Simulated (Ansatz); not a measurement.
Results of PBEsol (plane waves, PAW; Ansatz, an electronic-structure program) for Cu₂ZnSnSe₄ (I-42m, No. 121).

Numerical settings: plane-wave cutoff 500 eV, 10×10×10 k mesh, Fermi–Dirac smearing 0.05 eV, no spin polarisation, scalar-relativistic PAW data made under PBE.

Computed at the level's own relaxed cell.

Task: Estimate the equilibrium volume per atom, lattice parameter a and lattice parameter c that the calculation returns.

Result: 
- equilibrium volume per atom: 22.65 Å³/atom
- lattice parameter a: 5.661 Å
- lattice parameter c: 11.310 Å

Spin–orbit coupling is not included.

Static lattice: no zero-point or thermal effects.
